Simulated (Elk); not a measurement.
# Elk run on NiAl (P4mm, 2 atoms in the cell): self-consistent single point

Method: LDA (PW92), all-electron FP-LAPW, Elk's shipped species files, default APW+lo basis (Elk 10.2.4).

The input file:

```
tasks
  0

rmtscf
  0.95

swidth
  0.00367493

maxscl
  100

avec
    5.4449245747    0.0000000000    0.0000000000
    0.0000000000    5.4449245747    0.0000000000
    0.0000000000    0.0000000000    5.4449245747

sppath
  './'

atoms
  2
  'Al.in'
  1
  0.5000000000  0.5000000000  0.5173530000    0.0 0.0 0.0
  'Ni.in'
  1
  0.0000000000  0.0000000000  0.0000000000    0.0 0.0 0.0

ngridk
  7 7 7
```

Output (repeated stretches shortened):

```
│ Elk code version 10.2.4 │

All units are atomic (Hartree, Bohr, etc.)

│ Ground-state run starting from atomic densities │

Lattice vectors :
   5.444924575       0.000000000       0.000000000
   0.000000000       5.444924575       0.000000000
   0.000000000       0.000000000       5.444924575

Unit cell volume      :    161.4267876
Brillouin zone volume :    1.536611223

Muffin-tin inner radius fraction :   0.1000000000E-01

Nuclei treated as point charges

Species :    1 (Al)
 parameters loaded from : Al.in
 name : aluminium
 nuclear charge    :   -13.00000000
 electronic charge :    13.00000000
 atomic mass :    49184.33492
 muffin-tin radius :    2.090000000
 number of radial points in muffin-tin :    397
 atomic positions (lattice), magnetic fields (Cartesian) :
   1 :   0.00000000  0.00000000  0.00000000    0.00000000  0.00000000  0.00000000

Species :    2 (Ni)
 parameters loaded from : Ni.in
 name : nickel
 nuclear charge    :   -28.00000000
 electronic charge :    28.00000000
 atomic mass :    106991.5230
 muffin-tin radius :    2.280000000
 number of radial points in muffin-tin :    497
 atomic positions (lattice), magnetic fields (Cartesian) :
   1 :   0.50000000  0.50000000  0.48264700    0.00000000  0.00000000  0.00000000

Total number of atoms per unit cell :    2

Spin treatment :
 spin-unpolarised

Number of Bravais lattice symmetries :   48
Number of crystal symmetries         :    8
Crystal has no inversion symmetry
Complex Hermitian eigensolver will be used

k-point grid :      7     7     7
k-point offset :    0.000000000       0.000000000       0.000000000
k-point set is reduced with full crystal symmetry group
Total number of k-points :       70

Muffin-tin radius times maximum |G+k| :    7.000000000
 using average radius
Maximum |G+k| for APW functions       :    3.203661327
Maximum (1/2)|G+k|²                   :    5.131722950
Maximum |G| for potential and density :    12.00000000
 potential will be trimmed for |G| > 2 gkmax
Constant for pseudocharge density :    7
Radial integration step length :    4

G-vector grid sizes :     21    21    21
Number of G-vectors :     4729

Maximum angular momentum used for
 APW functions                      :    8
 outer part of muffin-tin           :    6
 inner part of muffin-tin           :    1

Total nuclear charge    :   -41.00000000
Total core charge       :    16.00000000
Total valence charge    :    25.00000000
Total excess charge     :    0.000000000
Total electronic charge :    41.00000000

Effective Wigner radius, rₛ :   0.9795675265

Number of empty states         :    8
Total number of valence states :   21
Total number of core states    :   16

Total number of local-orbitals :   24

Exchange-correlation functional :      3     0     0
 Perdew-Wang/Ceperley-Alder, Phys. Rev. B 45, 13244 (1992)
 gradient requirement :    0
 local density approximation (LDA)

Smearing type :    3
 Fermi-Dirac
Smearing width :   0.3674930000E-02
Effective electronic temperature (K) :    1160.451112

Mixing type :    3
 Broyden mixing, J. Phys. A: Math. Gen. 17, L317 (1984)

Kohn-Sham potential initialised from atomic data

│ Self-consistent loop started │
│ Loop number : 1 │
 total energy                :     -1771.32220345
│ Loop number : 2 │
 total energy                :     -1770.75869341
RMS change in Kohn-Sham potential (target) :   0.2864954507     (  0.1000000000E-05)
Absolute change in total energy (target)   :   0.5635100398     (  0.1000000000E-03)
│ Loop number : 3 │
 total energy                :     -1766.62462701
RMS change in Kohn-Sham potential (target) :   0.1617122679     (  0.1000000000E-05)
Absolute change in total energy (target)   :    4.274943915     (  0.1000000000E-03)
│ Loop number : 4 │
 total energy                :     -1763.65947351
RMS change in Kohn-Sham potential (target) :   0.7955870461E-01 (  0.1000000000E-05)
Absolute change in total energy (target)   :    4.033889477     (  0.1000000000E-03)
│ Loop number : 5 │
 total energy                :     -1762.36315982
RMS change in Kohn-Sham potential (target) :   0.4850949265E-01 (  0.1000000000E-05)
Absolute change in total energy (target)   :    2.304786060     (  0.1000000000E-03)
│ Loop number : 6 │
 total energy                :     -1761.42073721
RMS change in Kohn-Sham potential (target) :   0.2700856409E-01 (  0.1000000000E-05)
Absolute change in total energy (target)   :    1.518619123     (  0.1000000000E-03)
│ Loop number : 7 │
 total energy                :     -1760.44206163
RMS change in Kohn-Sham potential (target) :   0.2530046143E-02 (  0.1000000000E-05)
Absolute change in total energy (target)   :    1.358330364     (  0.1000000000E-03)
│ Loop number : 8 │
 total energy                :     -1760.36926205
RMS change in Kohn-Sham potential (target) :   0.5584912222E-03 (  0.1000000000E-05)
Absolute change in total energy (target)   :   0.4123821706     (  0.1000000000E-03)
│ Loop number : 9 │
 total energy                :     -1760.35113438
RMS change in Kohn-Sham potential (target) :   0.2917829119E-03 (  0.1000000000E-05)
Absolute change in total energy (target)   :   0.1212232121     (  0.1000000000E-03)
│ Loop number : 10 │
 total energy                :     -1760.36448156
RMS change in Kohn-Sham potential (target) :   0.3805405439E-04 (  0.1000000000E-05)
Absolute change in total energy (target)   :   0.1695862308E-01 (  0.1000000000E-03)
│ Loop number : 11 │
 total energy                :     -1760.36553688
RMS change in Kohn-Sham potential (target) :   0.1100853566E-04 (  0.1000000000E-05)
Absolute change in total energy (target)   :   0.3184334486E-02 (  0.1000000000E-03)
│ Loop number : 12 │
 total energy                :     -1760.36546825
RMS change in Kohn-Sham potential (target) :   0.5601632301E-05 (  0.1000000000E-05)
Absolute change in total energy (target)   :   0.8647105913E-03 (  0.1000000000E-03)
│ Loop number : 13 │
 total energy                :     -1760.36538639
RMS change in Kohn-Sham potential (target) :   0.1706354969E-05 (  0.1000000000E-05)
Absolute change in total energy (target)   :   0.2980415643E-03 (  0.1000000000E-03)
│ Loop number : 14 │
 total energy                :     -1760.36542615
RMS change in Kohn-Sham potential (target) :   0.9147113016E-07 (  0.1000000000E-05)
Absolute change in total energy (target)   :   0.3474794653E-04 (  0.1000000000E-03)
Convergence targets achieved

│ Loop number : 15 │

Energies :
 Fermi                       :     0.320811297721
 sum of eigenvalues          :     -999.265332297
 electron kinetic            :      1783.99430629
 core electron kinetic       :      1562.46596190
 Coulomb                     :     -3465.45732350
 Coulomb potential           :     -2678.85599737
 nuclear-nuclear             :     -242.842717169
 electron-nuclear            :     -3766.37321530
 Hartree                     :      543.758608967
 Madelung                    :     -2126.02932482
 xc potential                :     -104.403641221
 exchange                    :     -75.4512103997
 correlation                 :     -3.45046278858
 electron entropic           :    -0.742055981826E-03
 total energy                :     -1760.36543246

Density of states at Fermi energy :    16.66254141
 (states/Hartree/unit cell)

Estimated indirect band gap :   0.4021882930E-02
 from k-point     38 to k-point     40
Estimated direct band gap   :   0.4760095383E-01
 at k-point     39

Charges :
 core                        :    16.00000000
 valence                     :    25.00000000
 interstitial                :    2.655877923
 muffin-tins (core leakage)
  species :    1 (Al)
   atom    1                 :    11.12489978     (  0.8978519347E-03)
  species :    2 (Ni)
   atom    1                 :    27.21922230     (  0.5672017645E-03)
 total in muffin-tins        :    38.34412208
 total calculated charge     :    40.98773326
 total charge                :    41.00000000
 error                       :   0.1226674317E-01

│ Self-consistent loop stopped │
```

The run converged in 15 iterations. The count includes the last loop, which Elk runs after its targets are met.

The starting cell has typed, rounded lattice constants, without a prior relaxation at this level. Its lattice was rescaled by up to half a per cent. One atom was moved a little off its site on purpose. Spin polarisation is off. Values depend on the basis (sphere radii, cutoffs, local orbitals), which need not be converged. The log's line on a gap gives a spacing of levels on this mesh, which the program prints for metals too.
